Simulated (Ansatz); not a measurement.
Consider ZnS in the wurtzite structure (space group P6_3mc, No. 186).

```
ZnS
1.0
    3.73826     0.00000     0.00000
   -1.86913     3.23743     0.00000
    0.00000     0.00000     6.14288
Zn S
2 2
Direct
  0.33333   0.66667   0.00059
  0.66667   0.33333   0.50059
  0.33333   0.66667   0.37441
  0.66667   0.33333   0.87441
```

Cartesian axes are those of the cell as printed.

The values are results of LDA (Ansatz, an electronic-structure program, PAW, scalar-relativistic without spin-orbit coupling), not measurements.

Strains are applied to the cell and any free atomic positions relax.

One change was made to it. Results:

```json
[
 {"quantity": "pressure (mean of the normal stresses, compression positive)", "base": "0.00 GPa", "after": "-0.50 GPa"},
 {"quantity": "electron mass", "base": "0.15 mₑ along c, 0.18 mₑ across (at Γ)", "after": "0.16 mₑ along z, 0.18 mₑ across (at Γ)"},
 {"quantity": "hole mass", "base": "–", "after": "0.17 mₑ along y, 1.5 mₑ across (at Γ)"},
 {"quantity": "band gap", "base": "2.19 eV", "after": "2.16 eV"},
 {"quantity": "valence-band top at Γ (three highest levels, from the VBM)", "base": "0.00, 0.00, -0.10 eV", "after": "0.00, -0.03, -0.10 eV"}
]
```

Task: Which of these changes matches the shifts?
(A) uniaxial strain ε_xx = +2.40 %
(B) uniaxial strain ε_xx = +0.60 %
(C) uniaxial strain ε_xx = +3.00 %
(D) uniaxial strain ε_xx = +1.20 %

Result: B, uniaxial strain ε_xx = +0.60 %. For comparison, the valence-band top at Γ in the other runs: uniaxial strain ε_xx = +1.20 % gives 0.00, -0.05, -0.09 eV; uniaxial strain ε_xx = +3.00 % gives 0.00, -0.08, -0.12 eV; uniaxial strain ε_xx = +2.40 % gives 0.00, -0.09, -0.10 eV.

Masses are band curvatures over ±0.01 Å⁻¹ around the edge. Stability against distortions was not tested.
